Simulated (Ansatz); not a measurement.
Functionals compared on a constructed model of the (111) surface of fcc Ag, a pseudomorphic layer of Sn in the host's stacking (bottom of the slab: a bare face, its two planes held), in Ansatz (plane waves, PAW). The structure was relaxed with PBE; the other rows are single points on it. Cutoff 420 eV (500 eV for r2SCAN).

Model: 7-atom slab, 14.4 Å thick at the start with caps and adatoms, 15x15x1 mesh, Fermi-Dirac 0.1 eV, dipole correction, 2 atoms held, the rest relaxed; start symmetry kept, larger cells not searched; no spin, no spin-orbit, no U. It is one candidate, not shown to be the stable structure of the face. These notes are the PBE run's.

```tsv
functional	work function of the top face (eV)	rough cost of the single point
PBE	3.81	–
RPBE	3.69	roughly 19 core-seconds
r2SCAN	…	around 40 core-seconds (rough)
```

### Question
Fill in the missing entries.

### Answer

- r2SCAN, work function of the top face (eV): 3.91

Ansatz is a first-principles code.
